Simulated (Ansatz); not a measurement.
Base system: Nb in the bcc (W type) structure (space group Im-3m, No. 229; a = 3.3115 Å; relaxed with 0.1 eV smearing).

Level of theory: Ansatz (a program for electronic structure), PBE, PAW, cutoff 420 eV, no spin-orbit coupling.

Before the change:

Pressure: 0.0 GPa

The change: an isotropic linear strain of +3.00 %; the atoms relax in the strained cell.

Q: What does the calculation give for the energy relative to the base and pressure after the change?

A: The energy increases by 72 meV/atom; the pressure goes from zero to -12.7 GPa.

Whether these cells are dynamically stable was not tested. All final runs are without spin polarisation.
